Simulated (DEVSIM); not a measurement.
Device: Ni/SiON/p-Si capacitor, at 300 K.

Layer 1 from the left is SiON, thickness (nm) 6.40. Layer 2 from the left is Si, thickness (nm) 15000, Na (cm⁻³) 1.5e15.

Metal gate on the left, work function 5.1 eV. Fixed charge at the semiconductor interface 2.2e11 cm⁻² (in units of +e); no interface traps.

Constants are typed, rounded textbook-type inputs, not results; the design itself was drawn at random and stands for no fabricated device. Values at 300 K.

SiON: gap (eV) 7, affinity (eV) 1.4, permittivity 5.5. Si: gap (eV) 1.124, affinity (eV) 4.05, permittivity 11.7, Nc (cm⁻³) 2.86e19, Nv (cm⁻³) 3.1e19.

Question: Estimate by hand the flat-band voltage, the threshold voltage, and compare with a numerical solution.

Answer: 
- Flat-band voltage: C = 0.761 μF/cm², work-function difference 0.183 V; VFB = φms − qNf/C = 0.14 V; numerical 0.14 V.
- Threshold voltage: φF = 0.306 V, depletion charge √(4εqNφF) = 1.75e-8 C/cm²; VT = VFB + 2φF + Qd/C = 0.77 V; numerical 0.77 V.

DEVSIM, 1D Poisson equation in equilibrium, Boltzmann statistics, complete ionisation; no quantum confinement or tunnelling. Metal contacts follow the ideal Schottky-Mott rule: no Fermi-level pinning, no interface dipoles.
